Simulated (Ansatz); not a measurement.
Defect: La-vacancy pair (La on one host Zr site, one O site vacant) in monoclinic ZrO2, charge state +1. Computed with PBE, PAW (plane waves to 420 eV; Ansatz, a quantum-chemistry and plane-wave program).

96-site cell at the relaxed PBE lattice, the Γ point alone, smearing 0.01 eV, spin-restricted, no finite-size correction. No zero-point or tunnelling terms. Spin-orbit coupling is left out. The charge state is imposed; whether it is stable for some Fermi level was not computed. Forms of the defect that were not tried may lie lower. The start lies 0.33 eV above the lowest site run (PBE).

Barriers: single points on a 2×2×2 k-point mesh shifted by half a step at the bands' geometries.

The step: one O atom jumps into the vacancy from a nearby O site (La-vacancy distance between ideal sites 2.06 → 4.51 Å). Atoms about the jump, Cartesian Å from the middle of the jump, before and after:

| atom | x0 | y0 | z0 | x1 | y1 | z1 |
|---|---|---|---|---|---|---|
| O1 | -1.28 | 0.22 | 0.35 | 1.28 | -0.22 | -0.35 |
| Zr2 | -0.42 | -1.43 | -0.91 | -0.14 | -1.49 | -0.90 |
| O3 | 1.14 | 0.61 | 1.96 | 1.03 | 0.57 | 2.17 |
| La4 | 2.69 | 1.36 | -1.23 | 2.69 | 1.35 | -1.23 |
| Zr5 | -0.61 | 1.73 | 1.78 | -0.55 | 1.83 | 1.94 |
| O6 | 0.60 | -1.91 | 0.91 | 0.60 | -2.15 | 1.04 |
| O7 | -0.87 | 0.12 | -2.27 | -0.90 | 0.13 | -2.18 |
| Zr8 | 2.37 | -1.00 | 1.56 | 2.26 | -0.91 | 1.40 |
| O9 | 0.60 | 3.23 | 1.04 | 0.65 | 3.19 | 1.02 |
| O10 | -1.77 | 2.79 | 0.15 | -1.63 | 2.44 | 0.16 |
| O11 | 0.76 | 2.41 | -1.63 | 0.87 | 2.59 | -1.78 |
| O12 | 1.82 | 0.44 | -3.22 | 1.85 | 0.49 | -3.29 |
| O13 | 3.79 | 0.13 | 0.51 | 3.94 | 0.14 | 0.50 |
| O14 | 1.04 | -2.66 | -1.65 | 1.07 | -2.83 | -1.66 |
| O15 | -1.83 | -2.48 | 0.12 | -1.77 | -2.41 | 0.16 |
| Zr16 | -2.46 | 1.31 | -1.29 | -2.52 | 1.36 | -1.43 |
| O17 | -1.76 | 0.17 | 3.01 | -1.73 | 0.15 | 2.87 |
| Zr18 | -0.24 | 3.95 | -0.85 | -0.22 | 3.91 | -0.83 |
| Zr19 | 0.19 | 1.74 | -3.55 | 0.22 | 1.75 | -3.56 |
| O20 | -3.67 | -0.21 | -0.52 | -3.39 | -0.21 | -0.42 |
| O21 | 3.36 | -2.42 | 0.16 | 3.39 | -2.44 | 0.11 |

Question: Predict the transition state.

Answer: 
```
atom      x      y      z
----  -----  -----  -----
O1     0.48   0.26  -0.07
Zr2   -0.22  -1.41  -0.91
O3     1.08   0.44   2.34
La4    2.47   1.35  -1.10
Zr5   -0.44   1.70   1.77
O6     0.70  -2.20   0.93
O7    -0.96   0.15  -2.33
Zr8    2.27  -0.99   1.54
O9     0.76   3.08   0.88
O10   -1.64   2.55   0.10
O11    0.96   2.79  -1.95
O12    1.74   0.40  -3.13
O13    3.77   0.12   0.56
O14    1.13  -2.63  -1.72
O15   -1.75  -2.39   0.16
Zr16  -2.51   1.37  -1.46
O17   -1.71   0.12   2.82
Zr18  -0.22   3.94  -0.87
Zr19   0.21   1.76  -3.61
O20   -3.36  -0.19  -0.41
O21    3.40  -2.44   0.13
```
It lies 1.37 eV above the start and 0.23 eV above the end. The check of the saddle point's order was inconclusive.
